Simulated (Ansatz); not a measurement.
We consider TiAs (P6₃/mmc, No. 194), described by r²SCAN+rVV10 in Ansatz (plane waves, PAW).

Settings: plane-wave cutoff 560 eV, 18×18×6 k mesh (along the axes of the cell as run), Fermi–Dirac smearing 0.05 eV, no spin polarisation, scalar-relativistic PAW data made under PBE.

Shape and atoms are relaxed at each volume.

Pressure at four volumes; x = ln(V/17.127 Å³). One pressure is withheld.

```tsv
V (Å³/atom)	x	P (GPa)
16.442	-0.0408	?
16.785	-0.0202	2.73
17.127	0.0000	0.00
17.812	0.0392	-4.68
```

**Question.** Pass a parabola P(x) through the three rows shown, estimate the bulk modulus and its pressure derivative near zero pressure, and predict the withheld pressure.

**Answer.** Slopes between the rows: (0.00 − (2.73))/(0.0000 − (-0.0202)) = -135.15 and (-4.68 − (0.00))/(0.0392 − (0.0000)) = -119.39 GPa. Their difference over the span 0.0594 is c = 15.76/0.0594 = 265.3 GPa, so P(x) = 2.73 + (-135.15)(x − (-0.0202)) + 265.3 (x − (-0.0202))(x − (0.0000)). At the middle row B = −dP/dx = −[-135.15 + 265.3 × 0.0202] = 129.8 GPa, and B′ = dB/dP = 2c/B = 4.1. At x = -0.0408 the parabola gives 5.74 GPa; the run gives 5.76 GPa. The Birch–Murnaghan fit to the energies at all volumes has B0 = 130 GPa and B′ = 4.1.

Note: the bulk modulus comes from volumes at which shape and atoms were relaxed.

Ansatz is an electronic-structure program.
